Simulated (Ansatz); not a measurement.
Levels about the gap of amorphous IGZO (In12Ga12Zn12O48) (84 atoms in a cell of 1089 Å³, 5.74 g/cm³; zone centre alone, so wide bands show as single levels with stretches between that a denser mesh fills), at the geometry that PBE relaxed, where it gives 0.1 GPa on a denser mesh. The participation number counts the atoms over which a state spreads; weights are charges in smoothed Voronoi cells. The levels come from a single point, so bond lengths are those of that geometry. Method of the levels: r2SCAN, scalar-relativistic without spin-orbit coupling (Ansatz, a first-principles code). Sampling: the zone centre alone; Fermi-Dirac width 0.02 eV; no spin polarisation. At PBE the levels at the filled edge of the gap are localised (band-tail or defect states).

It comes from a melt-quench run on a machine-learned potential (CHGNet), relaxed afterwards by DFT. O atoms were pushed apart under 1.9 Å during the dynamics, to hinder bonds among them. The hot cell started wider than the set density and was brought back towards it in steps. It is the lowest in DFT energy of 4 quenches. It is a model cell: composition and starting density were chosen by hand, and all elements were melted together. No dispersion term was used. A short ab initio anneal came between quench and relaxation. Its density started from a set value of 5.84 and ended at 5.74 g/cm³. The quench (nominally 340 K/ps over its main leg) was far faster than any real one, so the model tends to hold more defects than a real film. Values belong to this one cell and scatter from quench to quench. Volume and shape were free in the relaxation.

```json
[
 {"E - E(highest filled), eV": "-0.32", "filling": "filled", "participation number": "25.3", "largest on": "O, 3 neighbours", "weight O": "0.88", "weight In": "0.02", "weight Zn": "0.07", "weight Ga": "0.02"},
 {"E - E(highest filled), eV": "-0.27", "filling": "filled", "participation number": "15.2", "largest on": "O, 3 neighbours", "weight O": "0.90", "weight In": "0.02", "weight Zn": "0.06", "weight Ga": "0.02"},
 {"E - E(highest filled), eV": "-0.26", "filling": "filled", "participation number": "10.3", "largest on": "O, 3 neighbours", "weight O": "0.91", "weight In": "0.03", "weight Zn": "0.05", "weight Ga": "0.01"},
 {"E - E(highest filled), eV": "-0.24", "filling": "filled", "participation number": "33.0", "largest on": "O, 4 neighbours", "weight O": "0.86", "weight In": "0.02", "weight Zn": "0.11", "weight Ga": "0.02"},
 {"E - E(highest filled), eV": "-0.15", "filling": "filled", "participation number": "13.6", "largest on": "O, 4 neighbours", "weight O": "0.80", "weight In": "0.01", "weight Zn": "0.17", "weight Ga": "0.01"},
 {"E - E(highest filled), eV": "-0.06", "filling": "filled", "participation number": "10.7", "largest on": "O, 4 neighbours", "weight O": "0.83", "weight In": "0.02", "weight Zn": "0.14", "weight Ga": "0.01"},
 {"E - E(highest filled), eV": "0.00", "filling": "filled", "participation number": "11.3", "largest on": "O, 3 neighbours", "weight O": "0.82", "weight In": "0.01", "weight Zn": "0.15", "weight Ga": "0.01"},
 {"E - E(highest filled), eV": "1.20", "filling": "empty", "participation number": "76.3", "largest on": "In, 5 neighbours", "weight O": "0.49", "weight In": "0.22", "weight Zn": "0.15", "weight Ga": "0.14"},
 {"E - E(highest filled), eV": "3.57", "filling": "empty", "participation number": "42.3", "largest on": "In, 6 neighbours", "weight O": "0.58", "weight In": "0.32", "weight Zn": "0.04", "weight Ga": "0.06"},
 {"E - E(highest filled), eV": "3.78", "filling": "empty", "participation number": "33.5", "largest on": "In, 5 neighbours", "weight O": "0.57", "weight In": "0.27", "weight Zn": "0.08", "weight Ga": "0.09"},
 {"E - E(highest filled), eV": "3.90", "filling": "empty", "participation number": "35.7", "largest on": "Zn, 3 neighbours", "weight O": "0.55", "weight In": "0.16", "weight Zn": "0.22", "weight Ga": "0.07"},
 {"E - E(highest filled), eV": "3.94", "filling": "empty", "participation number": "46.0", "largest on": "In, 5 neighbours", "weight O": "0.58", "weight In": "0.18", "weight Zn": "0.08", "weight Ga": "0.17"},
 {"E - E(highest filled), eV": "4.24", "filling": "empty", "participation number": "54.9", "largest on": "Zn, 4 neighbours", "weight O": "0.56", "weight In": "0.17", "weight Zn": "0.17", "weight Ga": "0.10"},
 {"E - E(highest filled), eV": "4.29", "filling": "empty", "participation number": "59.4", "largest on": "Zn, 3 neighbours", "weight O": "0.57", "weight In": "0.17", "weight Zn": "0.16", "weight Ga": "0.10"}
]
```

Most localised among these is the filled level at -0.26 eV, on a O atom, which has 3 neighbours (In 2.09 Å, In 2.14 Å, Ga 2.18 Å).
